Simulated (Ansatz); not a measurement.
Functionals compared on a constructed model of the (110) surface of bcc Ta, a pseudomorphic layer of In in the host's stacking (bottom of the slab: a bare face, its two planes held), in Ansatz (plane waves, PAW). The structure was relaxed with PBE; the other rows are single points on it. Cutoff 420 eV (500 eV for r2SCAN).

Set-up: 7 atoms, 14.5 Å thick at the start; mesh 14x14x1; 0.1 eV smearing; dipole correction on; 2 atoms held, the rest relaxed; start symmetry kept, larger cells not searched; no spin, no spin-orbit, no U. It is one candidate, not shown to be the stable structure of the face. These notes are the PBE run's.

```csv
functional,work function of the top face (eV),rough cost of the single point
PBE,4.04,–
RPBE,3.89,roughly 50 core-seconds
r2SCAN,4.10,very roughly 80 core-seconds
```

Ansatz is a quantum-chemistry and plane-wave program.
